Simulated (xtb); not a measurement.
xtb 6.7.1, GFN2-xTB: C[CH][Se]C(C)C, charge 0, multiplicity 2, 17 atoms. The geometry is a generated start, not checked to be a minimum at this level.

```yaml
method: GFN2-xTB
"--acc": 1 (default)
"--etemp (K)": 300 (default)
detailed input (--input): "none: ANC optimiser, Lindh (1995) Hessian, microcycle=20, maxdispl=1.0, hlow=0.01 (default)"
basis_functions: 41
valence_electrons: 37
```

```xyz
17

C      2.5666    -0.1596     0.2221
C      1.8430    -0.3820    -1.0615
Se     0.2864     0.4899    -1.5282
C     -0.8152     0.1660     0.1397
C     -1.5974    -1.1224    -0.0349
C     -1.7094     1.3627     0.3976
H      3.6247     0.0317     0.0373
H      2.5067    -1.0440     0.8673
H      2.1511     0.6837     0.7749
H      2.4103    -0.7319    -1.9081
H     -0.0787     0.0565     0.9394
H     -2.1437    -1.3581     0.8778
H     -2.3107    -1.0284    -0.8540
H     -0.9246    -1.9485    -0.2596
H     -2.2898     1.2056     1.3072
H     -1.1171     2.2711     0.5143
H     -2.4022     1.5077    -0.4314
```

Charge 0 and multiplicity 2 are set for this test and not shown to be the ground state. GFN-xTB has no spin term: --uhf 1 sets the occupations alone.

The structure is relaxed from this start with --opt LEVEL for the levels crude, sloppy, loose, lax, normal, tight, vtight, extreme, once each. Up to the end of the extreme run atoms move by at most 1.2 Å along an axis.

Task: Choose the cheapest level whose final energy lies within 1 meV of that of extreme.

Result: normal: 30 cycles against 40, ending 0.15 meV above.

```tsv
level	cycles	energy above the extreme run (meV)	gradient norm (eV/Å)
crude	1	38	0.18
sloppy	1	38	0.18
loose	1	38	0.18
lax	23	2.6	0.097
normal	30	0.15	0.042
tight	32	0.046	0.026
vtight	36	under 0.01	0.0041
extreme	40	—	0.0017
```
